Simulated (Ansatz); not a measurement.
Here is the system:

```xyz
2
Lattice="4.3189 0.0000 0.0000 2.1594 3.7402 0.0000 2.1594 -1.2467 3.4156" Properties=species:S:1:pos:R:3 pbc="T T T"
Cd     0.0000     0.0000    -0.0232
Se     4.3189     0.0000     2.5849
```

No spin polarisation.

Computed with LDA (Ansatz, a quantum-chemistry and plane-wave program), spin-orbit coupling left out. Settings: 10×10×10 k-points, 0.05 eV Fermi–Dirac smearing.

Q: Predict the space group and pressure.

A: 
* **Space group**: R3m (No. 160)
* **Pressure (mean of the normal stresses, compression positive)**: -10.2 kbar

The cells carry an imposed strain or load. No phonon test of stability was made. The cell was made from CdSe in the zinc blende structure (space group F-43m, No. 216) by this change: biaxial strain +1.67 %, plane normal [111], relaxed out of plane.
